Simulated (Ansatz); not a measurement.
A computed series for ZnCu: pressure series

Start from ZnCu in the CsCl type structure (space group Pm-3m, No. 221; a = 2.9638 Å).

Cell and atoms are relaxed at each pressure.

Calculations: Ansatz (an electronic-structure program) PBE, no SOC.

```
pressure (GPa)  volume per atom (Å³/atom)
--------------  -------------------------
-2                                 13.257
-1                                      ?
0                                  13.017
0.9                                12.916
2.1                                12.790
4.5                                12.558
15                                 11.761
22.5                               11.331
30                                 10.973
```

Fit the third-order Birch–Murnaghan form P(V) = (3B₀/2)[(V₀/V)^(7/3) − (V₀/V)^(5/3)]·[1 + (3/4)(B₀′ − 4)((V₀/V)^(2/3) − 1)] (squares taken in P) to the rows shown and predict the withheld row.

Least squares on the printed values gives V₀ = 13.017 Å³/atom, B₀ = 115 GPa, B₀′ = 4.9; this predicts 13.133 Å³/atom, and the run gives 13.134 Å³/atom, in agreement.

Measured bulk modulus of ZnCu: 116 GPa (temperature not stated; as listed in Niraj K. Nepal et al., Phys. Rev. B (2020)); the computed value is for a static lattice, so the two differ by thermal effects too.

Load acts through the strain it causes; cell and atoms are relaxed under it. Whether these cells are dynamically stable was not tested. Competing high-pressure phases were not computed. The final runs are not spin-polarised.
